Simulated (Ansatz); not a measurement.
**PbO: band gap against strain**

PbO (litharge, P4/nmm, 20.318 Å³/atom at rest, c along z) under an equal strain ε in the (001) plane with the normal axis free, as in a coherent film. PBE-D3(BJ) in Ansatz, a plane-wave DFT program (PAW, default set), 420 eV, 8×8×7 Γ-centred mesh, Fermi-Dirac smearing 0.05 eV; ions are relaxed within the symmetry of each cell. Gaps are the smallest over the k-mesh and a band path, without spin-orbit coupling; in all rows the valence edge lies at about 0.2 Å⁻¹ from Γ and the conduction edge at about 1.1 Å⁻¹ from Γ.

Here s stands for strain and Eg for gap.

```
strain (%)  gap (eV)
----------  --------
0.00            1.27
0.60            1.30
1.20            1.34
1.80            1.37
3.00               ?
```

Fit Eg against s with a straight line, and predict the withheld value at s = 3.00.

Means: s 0.90000, Eg 1.320. About the means, the sum of products is 0.10200 and the sum of squares of s is 1.8000; the slope is their ratio. Least squares gives Eg = 1.269 + 0.0567·s. Residuals (row less fit): 0.001, -0.003, 0.003, -0.001; standard error 0.003 (degrees of freedom: 2). Over these rows the gap moves by 5.7 ± 0.2 eV per unit strain. At the withheld row, Eg = 1.269 + 0.0567 × 3.0 = 1.439 eV. The calculation gives 1.43 eV, 0.009 eV below the prediction (5.6 % of the range of Eg in the table). The row lies outside the fitted rows, so this is an extrapolation. The fitted rows scatter only by rounding.

Spin-orbit coupling is left out, which can shift this property for PbO. Rows are the converged runs of the series near zero and its far end; series whose fitted rows scatter by over a few per cent of the range, as at a crossing or softening among them, aren't shown in this form. Most that stay on the fit to the last digits aren't either.
